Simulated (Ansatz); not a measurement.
Structure of amorphous Si18B6O45 (periodic cell):

```xyz
69
Lattice="9.7779 0.0000 0.0000 0.0000 9.7779 0.0000 0.0000 0.0000 9.7779" Properties=species:S:1:pos:R:3 pbc="T T T"
Si     8.7207     6.1624     0.3337
Si     4.6141     2.3730     3.0839
Si     1.7524     2.6864     3.2628
Si     0.7919     8.1073     5.5501
Si     6.4394     3.4653     5.4140
Si     8.0786     9.4922     4.3242
Si     7.9985     3.4611     0.4156
Si     9.2894     2.5213     5.3357
Si     4.9634     1.7245     7.5654
Si     3.3706     8.3403     9.4469
Si     0.7546     2.3071     1.1894
Si     2.8160     7.2737     3.4232
Si     3.1690     9.6053     6.5148
Si     1.8502     6.1933     0.7945
Si     7.3014     9.6666     8.4909
Si     5.1208     3.3479     0.2211
Si     7.3059     8.4299     1.6067
Si     9.5372     2.1833     8.3186
B      3.8274     9.6013     2.1030
B      6.1184     6.1894     5.2897
B      5.6298     8.5149     5.6009
B      4.2664     5.7994     9.5269
B      5.6145     6.8969     3.1688
B      8.8200     7.5021     7.6395
O      5.8638     4.9433     5.7364
O      1.9513     7.7039     0.1587
O      5.9949     2.6291     6.7201
O      3.8678     9.4769     0.7325
O      4.3483     2.4432     8.8929
O      8.6430     1.1471     4.7937
O      5.2779     4.8857     9.4436
O      6.9704     9.1459     0.2039
O      5.8695     2.7933     4.0305
O      3.6410     1.3748     6.6766
O      8.7514     3.5534     8.7363
O      0.1932     7.3468     6.8852
O      7.7722     9.5006     2.7272
O      6.5995     2.6771     0.3094
O      5.8547     7.2459     6.1067
O      8.9348     2.5784     1.4126
O      0.4375     5.5600     0.4022
O      8.5504     7.4132     1.3535
O      1.5862     3.5829     1.8704
O      6.6041     6.4199     3.9916
O      1.2826     1.2970     2.4102
O      3.2293     2.6861     3.9073
O      1.9072     7.1820     4.7836
O      5.9186     7.6581     2.0725
O      0.6864     3.1048     4.3933
O      1.6558     9.4693     5.9118
O      4.6179     0.7970     2.6887
O      6.6234     9.2688     5.0436
O      5.8648     0.3843     7.8979
O      3.1358     8.9669     7.9956
O      8.0647     3.5914     5.3799
O      4.4904     7.1356     9.3137
O      3.0317     5.3024     0.1071
O      2.0044     6.3260     2.3961
O      4.5384     3.2921     1.7353
O      8.4648     1.0041     8.5673
O      8.4469     6.5687     8.5690
O      4.3179     8.9296     5.5765
O      0.2298     2.2889     6.7860
O      7.9935     8.5884     7.4697
O      3.0421     8.7955     2.8963
O      7.7452     4.9878     0.9003
O      9.2714     8.4158     4.6172
O      1.0060     1.9502     9.3909
O      4.3173     6.6222     3.5636
```

All values below come from PBE, scalar-relativistic without spin-orbit coupling (plane waves to 420 eV, PAW; Ansatz, a first-principles code).

Preparation: random packing, a CHGNet melt and quench, and a DFT relaxation. O atoms were pushed apart under 1.9 Å during the dynamics, to hinder bonds among them. The hot cell started wider than the set density and was brought back towards it in steps. It is the lowest in DFT energy of 2 quenches. It is a model cell: composition and starting density were chosen by hand, and all elements were melted together. No dispersion term was used. Its density started from a set value of 2.29 and ended at 2.29 g/cm³. Cooling (nominally 180 K/ps over its main leg) ran many orders faster than in experiment, which tends to leave more defects and strain. A cell of this size samples the disorder only roughly. The volume was held where the preparation left it, at a PBE pressure of 2.7 GPa. Stress components on the final sampling reach 4.1 GPa.

Cut-offs for bonds: Si-Si 2.60 Å, Si-B 2.28 Å, Si-O 1.88 Å, B-B 1.97 Å, B-O 1.62 Å, O-O 1.58 Å. Two cations that share two anions don't count as bonded, nor two that share one unless they lie closer than Si-Si 2.38 Å, Si-B 2.09 Å, B-B 1.80 Å.

Q: Give the coordination numbers, mean bond lengths and angles.

A: 
```yaml
Mean coordination of Si by anions: 4.00 (18 with 4)
Mean coordination of B by anions: 3.00 (6 with 3)
Mean coordination of O: 2.00 (45 with 2)
Mean Si-O bond: 1.630 Å (spread 0.017 Å, 72 counted)
Mean B-O bond: 1.375 Å (spread 0.012 Å, 18 counted)
Bond angle at Si: mean 109.4°, spread 4.8°
Bond angle at B: mean 120.0°, spread 2.4°
Bond angle at O: mean 134.0°, spread 17.0°
```

Q: List the pairs of like atoms that count as bonded by the rules above.

A: There are none by these rules.
